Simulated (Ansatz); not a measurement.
The starting structures come from a database of crystals and need not be the phases stable at ambient conditions.

**Evanescent states of ZnCl2 (P4_2/nmc, not sure to be the ambient phase, 6 atoms a cell, 24.3 Å³ an atom) along the normal of (111)**

These are PBEsol (plane waves, PAW; Ansatz, a first-principles code) values and carry that method's errors.

No gap correction and no spin-orbit coupling; mid-gap values are interpolated between computed energies.

Energies count from the valence-band top; κ is the least over a 6×4 mesh across the current.

| E (eV) | κ (1/Å) | where |
|---|---|---|
| 0.09 | 0.116 | Γ |
| 0.27 | 0.187 | Γ |
| 0.45 | 0.229 | Γ |
| 0.63 | 0.257 | Γ |
| 0.81 | 0.277 | Γ |
| 0.99 | (withheld) | Γ |
| 1.17 | (withheld) | Γ |
| 1.35 | (withheld) | Γ |
| 1.53 | (withheld) | Γ |
| 1.71 | (withheld) | Γ |
| 1.89 | (withheld) | Γ |
| 2.07 | (withheld) | Γ |
| 2.25 | (withheld) | Γ |
| 2.43 | (withheld) | Γ |
| 2.61 | (withheld) | Γ |
| 2.79 | 0.254 | Γ |
| 2.97 | 0.232 | Γ |
| 3.15 | 0.205 | Γ |
| 3.33 | 0.170 | Γ |
| 3.51 | 0.118 | Γ |

Question: Some entries are withheld; supply them.

Answer: 
- 0.99, κ (1/Å): 0.291
- 1.17, κ (1/Å): 0.301
- 1.35, κ (1/Å): 0.307
- 1.53, κ (1/Å): 0.310
- 1.71, κ (1/Å): 0.311
- 1.89, κ (1/Å): 0.308
- 2.07, κ (1/Å): 0.303
- 2.25, κ (1/Å): 0.295
- 2.43, κ (1/Å): 0.285
- 2.61, κ (1/Å): 0.271
